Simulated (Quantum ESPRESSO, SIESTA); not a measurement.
A Quantum ESPRESSO input for a self-consistent single point of MnN (F-43m, 2 atoms in the cell) (DFT, PBEsol, plane waves, PseudoDojo standard norm-conserving (PBESOL) pseudopotentials):

```fortran
&CONTROL
 calculation = 'scf'
 prefix = 'pwscf'
 outdir = './tmp'
 pseudo_dir = './'
 tprnfor = .true.
 tstress = .true.
/
&SYSTEM
 ibrav = 0
 nat = 2
 ntyp = 2
 ecutwfc = 100
 occupations = 'smearing'
 smearing = 'fermi-dirac'
 degauss = 0.0073499
/
&ELECTRONS
 conv_thr = 1.0d-10
/
ATOMIC_SPECIES
Mn    54.9380  Mn.upf
N     14.0070  N.upf
ATOMIC_POSITIONS {crystal}
Mn    0.0000000000    0.0000000000    0.0000000000
N     0.2500000000    0.2500000000    0.2500000000
K_POINTS {automatic}
9 9 9  0 0 0
CELL_PARAMETERS {angstrom}
   0.0000000000     2.0731610000     2.0731610000
   2.0731610000     0.0000000000     2.0731610000
   2.0731610000     2.0731610000     0.0000000000
```

**Question.** Translate this input to SIESTA.

**Answer.** This is the input that was run; spellings and numerical settings could be chosen otherwise.

```
# files in the folder: Mn.psml N.psml (PseudoDojo PBEsol standard)
SystemName  MnN
SystemLabel siesta

NumberOfAtoms                2
NumberOfSpecies              2
%block ChemicalSpeciesLabel
  1 25 Mn
  2 7 N
%endblock ChemicalSpeciesLabel
LatticeConstant              2.931892 Ang
%block LatticeVectors
     0.000000000    0.707106878    0.707106878
     0.707106878    0.000000000    0.707106878
     0.707106878    0.707106878    0.000000000
%endblock LatticeVectors
AtomicCoordinatesFormat      Ang
%block AtomicCoordinatesAndAtomicSpecies
     0.000000000    0.000000000    0.000000000  1
     1.036580500    1.036580500    1.036580500  2
%endblock AtomicCoordinatesAndAtomicSpecies

XC.functional                GGA
XC.authors                   PBEsol
PAO.BasisSize                DZP
PAO.EnergyShift              0.01 Ry
MeshCutoff                   350 Ry
%block kgrid.MonkhorstPack
    9   0   0  0.0
    0   9   0  0.0
    0   0   9  0.0
%endblock kgrid.MonkhorstPack
OccupationFunction           FD
ElectronicTemperature        0.1 eV

MaxSCFIterations             150
SCF.Mixer.Method             Pulay
SCF.Mixer.Weight             0.25
SCF.Mixer.History            8
SCF.DM.Tolerance             1.0E-04
Diag.ParallelOverK           true
WriteForces                  true
```

Basis, cutoffs, solver keys and any potentials are the target program's own. This input uses DFT, GGA PBEsol, numerical atomic orbitals DZP, PseudoDojo PBEsol standard norm-conserving potentials (rewritten from UPF to PSML). Both were run: pressure 13.81 GPa in Quantum ESPRESSO and 15.51 in SIESTA.

On SIESTA: the starting cell comes from a database of computed structures (which also holds hypothetical and non-ambient phases and stackings), without a prior relaxation at this level. For this run, on top of that: lattice scaled by 0.98. Spin polarisation is off, so a magnetic state, if there is one, cannot be reached. Values carry the incompleteness of an atom-centred basis. With a pressure of about 16 GPa the cell is away from its equilibrium volume at this level.

On Quantum ESPRESSO: the starting cell comes from a database of computed structures (which also holds hypothetical and non-ambient phases and stackings), without a prior relaxation at this level. For this run, on top of that: lattice scaled by 0.98. Spin polarisation is off, so a magnetic state, if there is one, cannot be reached. With a pressure of about 14 GPa the cell is away from its equilibrium volume at this level.
